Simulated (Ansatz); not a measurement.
**GaN: pressure 3 GPa**

Start from GaN in the zinc blende structure (space group F-43m, No. 216; a = 4.498 Å).

Modification: cell and atoms relaxed at a pressure of 3 GPa.

Method: Ansatz (a quantum-chemistry and plane-wave program) r2SCAN, no spin-orbit coupling, earlier PAW set. Γ-centred 13×13×13 mesh, Fermi–Dirac width 0.05 eV.

The volume per atom falls by 0.17 Å³ to 11.21 Å³ and the density rises by 0.09 g/cm³ to 6.20 g/cm³. The lattice parameter a decreases by 0.022 Å (4.498 Å → 4.476 Å) and the shortest interatomic distance drops by 0.010 Å to 1.938 Å. The enthalpy H = E + PV relative to the base's energy comes out as +0.21 eV/atom and the band gap grows by 0.10 eV to 2.27 eV. The gap character stays direct at Γ and the electron mass becomes 0.18 mₑ (at Γ) (base: 0.17 mₑ (at Γ)). The hole mass (degenerate bands, along [100]) goes from 0.18, 0.86, 0.86 mₑ (at Γ) to 0.18, 0.85, 0.85 mₑ (at Γ).

Final structure:

```yaml
crystal:
  lattice:
    - [0.00000, 2.23797, 2.23797]
    - [2.23797, 0.00000, 2.23797]
    - [2.23797, 2.23797, 0.00000]
  atoms:
    - { symbol: N, position: [0.75000, 0.75000, 0.75000] }
    - { symbol: Ga, position: [0.00000, 0.00000, 0.00000] }
```

Cost of the whole job for the changed cell (relaxation, final SCF and bands): around 28 core-seconds (rough).

Load acts through the strain it causes; cell and atoms are relaxed under it. Effective masses come from finite differences of ±0.01 Å⁻¹. Whether these cells are dynamically stable was not tested. Tetrahedral semiconductors of this kind turn to denser phases somewhere between about 1 and 50 GPa; those were not computed, so compressed cells here can lie past the real transition. This is not the structure that GaN has at room temperature and ambient pressure.
